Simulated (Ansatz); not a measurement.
Levels about the gap of amorphous Zr20O42Si (63 atoms in a cell of 816 Å³, 5.14 g/cm³; zone centre alone, so wide bands show as single levels with stretches between that a denser mesh fills), at the geometry that PBE relaxed, where it gives -1.2 GPa on a denser mesh. The participation number counts the atoms over which a state spreads; weights are charges in smoothed Voronoi cells. The levels come from a single point, so bond lengths are those of that geometry. Method of the levels: PBE, scalar-relativistic without spin-orbit coupling (Ansatz, a quantum-chemistry and plane-wave program). Sampling: the zone centre alone; Fermi-Dirac width 0.02 eV; no spin polarisation. At PBE the levels at the filled edge of the gap are localised (band-tail or defect states), and the nearest spread-out levels lie 4.0 eV apart at the zone centre.

Preparation: random packing, a CHGNet melt and quench, and a DFT relaxation. O atoms were pushed apart under 1.9 Å during the dynamics, to hinder bonds among them. The hot cell started wider than the set density and was brought back towards it in steps. It is the lowest in DFT energy of 2 quenches. It is a model cell: composition and starting density were chosen by hand, and all elements were melted together. No dispersion term was used. Its density started from a set value of 5.14 and ended at 5.14 g/cm³. The simulated quench (nominally 300 K/ps over its main leg) is rapid and tends to freeze in more defects than a deposited or slowly cooled glass has. Values belong to this one cell and scatter from quench to quench. The volume was held where the preparation left it and the shape relaxed, at a PBE pressure of -1.2 GPa (tension). Stress components on the final sampling reach 1.2 GPa.

```json
[
 {"E - E(highest filled), eV": "-0.42", "filling": "filled", "participation number": "20.9", "largest on": "O, 3 neighbours", "weight O": "0.95", "weight Zr": "0.05", "weight Si": "0.00"},
 {"E - E(highest filled), eV": "-0.39", "filling": "filled", "participation number": "11.3", "largest on": "O, 3 neighbours", "weight O": "0.95", "weight Zr": "0.05", "weight Si": "0.00"},
 {"E - E(highest filled), eV": "-0.37", "filling": "filled", "participation number": "13.8", "largest on": "O, 3 neighbours", "weight O": "0.94", "weight Zr": "0.06", "weight Si": "0.00"},
 {"E - E(highest filled), eV": "-0.29", "filling": "filled", "participation number": "8.4", "largest on": "O, 2 neighbours", "weight O": "0.94", "weight Zr": "0.06", "weight Si": "0.00"},
 {"E - E(highest filled), eV": "-0.20", "filling": "filled", "participation number": "10.8", "largest on": "O, 4 neighbours", "weight O": "0.94", "weight Zr": "0.06", "weight Si": "0.00"},
 {"E - E(highest filled), eV": "-0.05", "filling": "filled", "participation number": "6.1", "largest on": "O, 3 neighbours", "weight O": "0.93", "weight Zr": "0.07", "weight Si": "0.00"},
 {"E - E(highest filled), eV": "0.00", "filling": "filled", "participation number": "5.4", "largest on": "O, 3 neighbours", "weight O": "0.94", "weight Zr": "0.06", "weight Si": "0.00"},
 {"E - E(highest filled), eV": "3.67", "filling": "empty", "participation number": "19.8", "largest on": "Zr, 5 neighbours", "weight O": "0.36", "weight Zr": "0.64", "weight Si": "0.00"},
 {"E - E(highest filled), eV": "3.72", "filling": "empty", "participation number": "28.6", "largest on": "Zr, 8 neighbours", "weight O": "0.35", "weight Zr": "0.65", "weight Si": "0.00"},
 {"E - E(highest filled), eV": "3.77", "filling": "empty", "participation number": "11.2", "largest on": "Zr, 7 neighbours", "weight O": "0.33", "weight Zr": "0.66", "weight Si": "0.01"},
 {"E - E(highest filled), eV": "3.84", "filling": "empty", "participation number": "21.8", "largest on": "Zr, 8 neighbours", "weight O": "0.33", "weight Zr": "0.67", "weight Si": "0.00"},
 {"E - E(highest filled), eV": "3.91", "filling": "empty", "participation number": "21.0", "largest on": "Zr, 8 neighbours", "weight O": "0.34", "weight Zr": "0.66", "weight Si": "0.00"},
 {"E - E(highest filled), eV": "3.99", "filling": "empty", "participation number": "23.2", "largest on": "Zr, 7 neighbours", "weight O": "0.35", "weight Zr": "0.65", "weight Si": "0.00"},
 {"E - E(highest filled), eV": "4.02", "filling": "empty", "participation number": "15.6", "largest on": "Zr, 7 neighbours", "weight O": "0.31", "weight Zr": "0.69", "weight Si": "0.00"}
]
```

Most localised among these is the filled level at +0.00 eV, on a O atom, which has 3 neighbours (Zr 2.11 Å, Zr 2.20 Å, Zr 2.21 Å).
